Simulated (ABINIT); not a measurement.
```
CELL_PARAMETERS angstrom
      3.23947     0.00000     0.00000
      0.00000     3.23947     0.00000
      0.00000     0.00000     3.23947
ATOMIC_POSITIONS crystal
  Hf 0.00000 0.00000 0.00000
  Pd 0.50000 0.50000 0.50000
```

Method of the run: PBEsol, PAW (JTH v2.0 PBE PAW, files made for PBE) (plane waves; ABINIT).

The set-up and first iterations of an ABINIT log for HfPd (Pm-3m, 2 atoms in the cell):

```
 Symmetries : space group Pm -3 m (#221); Bravais cP (primitive cubic)

 -outvars: echo values of preprocessed input variables --------
            acell      6.1217073095E+00  6.1217073095E+00  6.1217073095E+00 Bohr
             ecut      2.40000000E+01 Hartree
              ixc     -116133
         kptrlatt       10    0    0      0   10    0      0    0   10
          kptrlen      6.12170731E+01
            natom           2
            nband          21
            ngfft          30      30      30
          ngfftdg          40      40      40
             nkpt          56
            nstep          60
             nsym          48
           ntypat           2
           occopt           7
        pawecutdg      4.80000000E+01 Hartree
         pawxcdev           0
          spgroup         221
           tolvrs      1.00000000E-12
           tsmear      7.34986508E-03 Hartree
            typat      1  2
           useylm           1
             xred      0.0000000000E+00  0.0000000000E+00  0.0000000000E+00
                       5.0000000000E-01  5.0000000000E-01  5.0000000000E-01
            znucl       72.00000   46.00000

== DATASET  1 ==================================================================

 Real(R)+Recip(G) space primitive vectors, cartesian coordinates (Bohr,Bohr^-1):
 R(1)=  6.1217073  0.0000000  0.0000000  G(1)=  0.1633531  0.0000000  0.0000000
 R(2)=  0.0000000  6.1217073  0.0000000  G(2)=  0.0000000  0.1633531  0.0000000
 R(3)=  0.0000000  0.0000000  6.1217073  G(3)=  0.0000000  0.0000000  0.1633531
 Unit cell volume ucvol=  2.2941282E+02 bohr^3
 Angles (23,13,12)=  9.00000000E+01  9.00000000E+01  9.00000000E+01 degrees

 Coarse grid specifications (used for wave-functions):

 getcut: wavevector=  0.0000  0.0000  0.0000  ngfft=  30  30  30
         ecut(hartree)=     24.000   => boxcut(ratio)=   2.22217

 Fine grid specifications (used for densities):

 getcut: wavevector=  0.0000  0.0000  0.0000  ngfft=  40  40  40
         ecut(hartree)=     48.000   => boxcut(ratio)=   2.09509

   4.15094845E+03                                ecore*ucvol(ha*bohr**3)

_setup2: Arith. and geom. avg. npw (full set) are    1289.087    1289.070
--- !BeginCycle
solver: {iscf: 17, nstep: 60, nline: 4, wfoptalg: 10, }
tolerances: {tolvrs: 1.00E-12, }
...

     iter   Etot(hartree)      deltaE(h)  residm     nres2
 ETOT  1  -170.66503883270    -1.707E+02 6.914E+01 1.278E+02
 ETOT  2  -179.57816224711    -8.913E+00 2.648E-01 1.071E+02
 ETOT  3  -178.99053639157     5.876E-01 1.355E-01 2.111E+01
 ETOT  4  -178.97423705604     1.630E-02 1.337E-01 1.287E+01
 ETOT  5  -178.97218187273     2.055E-03 4.645E-02 9.794E+00
```

Task: How does the run end?

Result: The run converged in 34 iterations. Convergence of the loop says nothing yet on basis, mesh or lower states. It ends on: free energy E − TS -4868.93 eV; Fermi level (on the code's own zero) 4.87 eV; pressure 6.80 GPa. The log goes on:

```
   [... 25 lines left out ...]
 ETOT 31  -178.92992947275     8.811E-13 4.478E-05 1.351E-10
 ETOT 32  -178.92992947275    -9.095E-13 1.788E-05 1.923E-10
 ETOT 33  -178.92992947275    -1.990E-13 3.948E-05 1.200E-11
 ETOT 34  -178.92992947275    -1.080E-12 1.007E-05 7.816E-14
 At SCF step   34       nres2   =  7.82E-14 < tolvrs=  1.00E-12 =>converged.

 Cartesian components of stress tensor (hartree/bohr^3)
  sigma(1 1)= -2.31188995E-04  sigma(3 2)=  0.00000000E+00
  sigma(2 2)= -2.31188995E-04  sigma(3 1)=  0.00000000E+00
  sigma(3 3)= -2.31188995E-04  sigma(2 1)=  0.00000000E+00

 ----iterations are completed or convergence reached----

 reduced coordinates (array xred) for    2 atoms
       0.000000000000      0.000000000000      0.000000000000
       0.500000000000      0.500000000000      0.500000000000
 cartesian forces (eV/Angstrom) at end:
    1     -0.00000000000000    -0.00000000000000    -0.00000000000000
    2     -0.00000000000000    -0.00000000000000    -0.00000000000000
 frms,max,avg= 0.0000000E+00 0.0000000E+00   0.000E+00  0.000E+00  0.000E+00 e/A
 length scales=  6.121707309500  6.121707309500  6.121707309500 bohr
              =  3.239467985846  3.239467985846  3.239467985846 angstroms
   [... lines left out ...]
 Fermi (or HOMO) energy (hartree) =   0.17898   Average Vxc (hartree)=  -0.45818
   [... lines left out ...]
local_psp           : -5.93176587506604E+01
internal            : -1.78928831200155E+02
'-kT*entropy'       : -1.09832368509083E-03
total_energy        : -1.78929929523840E+02
total_energy_eV     : -4.86893099631597E+03
...

-Cartesian components of stress tensor (GPa)         [Pressure=  6.8018E+00 GPa]
- sigma(1 1)= -6.80181391E+00  sigma(3 2)=  0.00000000E+00
- sigma(2 2)= -6.80181391E+00  sigma(3 1)=  0.00000000E+00
- sigma(3 3)= -6.80181391E+00  sigma(2 1)=  0.00000000E+00

 Calculation completed.
```

For comparison: a first run was changed to give this one (lattice scaled by 0.98), and from it to this one the free energy rises by 9.7 meV/atom and the pressure goes from -3.71 to 6.80 GPa.

The starting cell comes from a database of computed structures (which also holds hypothetical and non-ambient phases and stackings), without a prior relaxation at this level. For this run, on top of that: lattice scaled by 0.98. Spin polarisation is off. The potentials were made for another functional than the one used. With a pressure of about 7 GPa the cell is away from its equilibrium volume at this level.

The run was DFT, PBEsol, plane waves, PAW (JTH v2.0 PBE PAW, files made for PBE). Main settings of its input:

- pseudos = [Hf.GGA_PBE-JTH.xml, Pd.GGA_PBE-JTH.xml]
- ecut = 24 Ha
- pawecutdg = 48 Ha
- pawxcdev = 0
- ixc = -116133
- occopt = 7
- tsmear = 0.2 eV
- ngkpt = 10 10 10
- nshiftk = 1
- shiftk = 0 0 0
- potentials = JTH v2.0 PBE PAW
- nband = 21
